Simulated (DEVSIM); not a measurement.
Device: W/La2O3/SiO2/p-Si capacitor, at 300 K.

Layer 1 from the left is La2O3, thickness (nm) 18.0. Layer 2 from the left is SiO2, thickness (nm) 0.580. Layer 3 from the left is Si, thickness (nm) 1700, Na (cm⁻³) 5.5e15.

Metal gate on the left, work function 4.6 eV. Fixed charge at the semiconductor interface 6.4e11 cm⁻² (in units of +e); interface traps 4.2e10 cm⁻² eV⁻¹, uniform in energy, neutral level at 0.3 of the gap above the valence band.

Constants are typed, rounded textbook-type inputs, not results; the design itself was drawn at random and stands for no fabricated device. Values at 300 K.

La2O3: gap (eV) 5.8, affinity (eV) 1.8, permittivity 27. SiO2: gap (eV) 9, affinity (eV) 0.9, permittivity 3.9. Si: gap (eV) 1.124, affinity (eV) 4.05, permittivity 11.7, Nc (cm⁻³) 2.86e19, Nv (cm⁻³) 3.1e19.

DEVSIM, 1D Poisson equation in equilibrium, Boltzmann statistics, complete ionisation; no quantum confinement or tunnelling. Metal contacts follow the ideal Schottky-Mott rule: no Fermi-level pinning, no interface dipoles.

### Question
What does the simulation give for the threshold voltage (band bending 2φF), the flat-band voltage, the minimum of the low-frequency capacitance?

### Answer
threshold voltage (band bending 2φF) 0.27 V; flat-band voltage -0.45 V; minimum of the low-frequency capacitance 0.0355 μF/cm².
